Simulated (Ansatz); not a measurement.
The starting structures come from a database of crystals and need not be the phases stable at ambient conditions.

 Where the default PAW files enter, the runs use the earlier of Ansatz's two default sets.

The decay constant κ of evanescent states in the gap governs leakage through a thin film.

```
CELL_PARAMETERS angstrom
      4.03381     0.00000     0.00000
      0.02304     5.71276     0.00000
      0.01152     2.85638     2.76281
ATOMIC_POSITIONS crystal
  Ba 0.99986 0.99986 0.00000
  Ti 0.48667 0.48667 0.00000
  O  0.02028 0.51105 0.00000
  O  0.51105 0.51105 0.50923
  O  0.51105 0.02028 0.49077
```

Space group of this cell: Cm. The cell is strained (lengths along the current scaled by 0.97, ions clamped); by r2SCAN its mean pressure is 3.9 GPa.

Transport runs along the normal of the first two printed cell vectors.

The gap is the functional's own, uncorrected, and κ follows it; spin-orbit coupling is left out. Mid-gap values are interpolated between the computed energies.

Task: State the band gap and the smallest decay constant κ at mid-gap according to r2SCAN (Ansatz, a program for electronic structure).

Result: Gap 2.78 eV on a 8×12×12 mesh; κ = 0.357 1/Å, at (0.000, 0.333) of the in-plane reciprocal vectors. At the zone centre, at the nearest computed energy, the slowest state has κ = 0.37 1/Å.
